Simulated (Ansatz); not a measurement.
By PBEsol, the system below comes out a metal.

The ballistic (Sharvin) conductance counts the channels at the Fermi level: G/A = (e²/h) × channels of both spins per area.

Input:

```
CELL_PARAMETERS angstrom
      3.17671     0.00000     0.00000
      0.00000     6.37147     0.00000
      0.00000     3.18574     3.18574
ATOMIC_POSITIONS crystal
  Ir 0.50000 0.50000 0.00000
  Ir 0.00000 0.00000 0.00000
  O  0.00000 0.30866 0.38268
  O  0.00000 0.69134 0.61732
  O  0.50000 0.19134 0.00000
  O  0.50000 0.80866 0.00000
```

Space group of this cell: P4_2/mnm, rutile. The cell is taken as given; by PBEsol its mean pressure is -6.5 GPa.

The current flows along the normal of the first two printed cell vectors, the (110) plane of the conventional cell. No spin-orbit coupling; the value is a mean over 0.1 eV about the Fermi level.

Question: Estimate the ballistic conductance per area that PBEsol (Ansatz, a first-principles code) returns for this system.

Answer: 0.64 × 10¹⁵ S/m² for both spins.
